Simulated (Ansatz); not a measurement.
Name crystals whose band gap lies between 1.07 and 1.68 eV and whose electron conductivity mass lies between 0.26 and 0.41 mₑ, by PBEsol, rigid bands run with Ansatz (an electronic-structure program).

Many crystals can fit; among those computed here:
- BP (F-43m): 1.11 eV, 0.33 mₑ
- Be$_{2}$C (Fm-3m): 1.08 eV, 0.30 mₑ
- AlAs (F-43m): 1.34 eV, 0.33 mₑ
- AlP (F-43m): 1.45 eV, 0.33 mₑ
- SiC (F-43m): 1.24 eV, 0.30 mₑ

Masses are for dilute carriers at 300 K, harmonic means over directions unless an axis is named. Spin-orbit coupling is left out.

Formula and space group known from diffraction (Crystallography Open Database), not checked to be the room-temperature form: Be2C (Fm-3m).
